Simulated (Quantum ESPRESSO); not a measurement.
Quantum ESPRESSO run on CoSn (P6/mmm, 6 atoms in the cell): self-consistent single point.

Method: PBE, PSlibrary PAW (PBE) pseudopotentials (plane waves; Quantum ESPRESSO 7.5).

The change in words: lattice scaled by 0.98. Reference geometry:
```xyz
6
Lattice="5.2476 0.0000 0.0000 -2.6238 4.5446 0.0000 0.0000 0.0000 4.1888" Properties=species:S:1:pos:R:3 pbc="T T T"
Co    -1.3119     2.2723     0.0000
Co     2.6238     0.0000     0.0000
Co     1.3119     2.2723     0.0000
Sn     2.6238     1.5149     2.0944
Sn     0.0000     3.0297     2.0944
Sn     0.0000     0.0000     0.0000
```

Reference input (self-consistent single point, DFT, PBE, plane waves, PSlibrary PAW (PBE) pseudopotentials): ecutwfc = 55 Ry; ecutrho = 330 Ry; occupations = smearing; smearing = fermi-dirac; degauss = 0.0073499 Ry; potentials = {Co: Co.pbe-n-kjpaw_psl.1.0.0.UPF, Sn: Sn.pbe-dn-kjpaw_psl.1.0.0.UPF}; K_POINTS = automatic 6 6 7 0 0 0; conv_thr = 1e-09 Ry. This run's input differs from it in these lines:

```diff
@@ -25,5 +25,5 @@
 CELL_PARAMETERS {bohr}
-   9.9165532315     0.0000000000     0.0000000000
-  -4.9582766157     8.5879870164     0.0000000000
-   0.0000000000     0.0000000000     7.9157717182
+   9.7182228024     0.0000000000     0.0000000000
+  -4.8591114012     8.4162278265     0.0000000000
+   0.0000000000     0.0000000000     7.7574561327
 ATOMIC_POSITIONS {crystal}
```

The program printed (abridged):

```
     Self-consistent Calculation

     iteration #  1     ecut=    55.00 Ry     beta= 0.70

     total energy              =   -1809.72322930 Ry
     estimated scf accuracy    <       3.54852828 Ry

     iteration #  2     ecut=    55.00 Ry     beta= 0.70

     total energy              =   -1805.28828806 Ry
     estimated scf accuracy    <      75.46240243 Ry

     iteration #  3     ecut=    55.00 Ry     beta= 0.70

     total energy              =   -1812.30064278 Ry
     estimated scf accuracy    <       0.11217120 Ry

   [... 15 blocks of this kind left out ...]

     iteration # 19     ecut=    55.00 Ry     beta= 0.70

     total energy              =   -1812.34459277 Ry
     estimated scf accuracy    <       0.00000013 Ry

     iteration # 20     ecut=    55.00 Ry     beta= 0.70
     End of self-consistent calculation

     the Fermi energy is    14.8650 ev

!    total energy              =   -1812.34459279 Ry
     estimated scf accuracy    <          2.1E-10 Ry
     smearing contrib. (-TS)   =      -0.00861333 Ry
     internal energy E=F+TS    =   -1812.33597946 Ry

     convergence has been achieved in  20 iterations

     Forces acting on atoms (cartesian axes, Ry/au):

     atom    1 type  1   force =    -0.00000000   -0.00000000    0.00000000
   [... zero for the other atoms too ...]

     Total force =     0.000000     Total SCF correction =     0.000000

          total   stress  (Ry/bohr**3)                   (kbar)     P=      134.36
   0.00088516   0.00000000   0.00000000          130.21        0.00        0.00
   0.00000000   0.00088516  -0.00000000            0.00      130.21       -0.00
   0.00000000  -0.00000000   0.00096973            0.00       -0.00      142.65

   JOB DONE.
```

The run converged in 20 iterations. Against the reference run the free energy rises by 58.3 meV/atom and the pressure goes from 3.07 to 13.44 GPa.

The starting cell comes from a database of computed structures (which also holds hypothetical and non-ambient phases and stackings), without a prior relaxation at this level. Its lattice was rescaled by a random factor within 2.5 % of one. For this run, on top of that: lattice scaled by 0.98. Spin polarisation is off. With a pressure of about 13 GPa the cell is away from its equilibrium volume at this level.

Cost on one core of a shared machine: roughly 4 min.
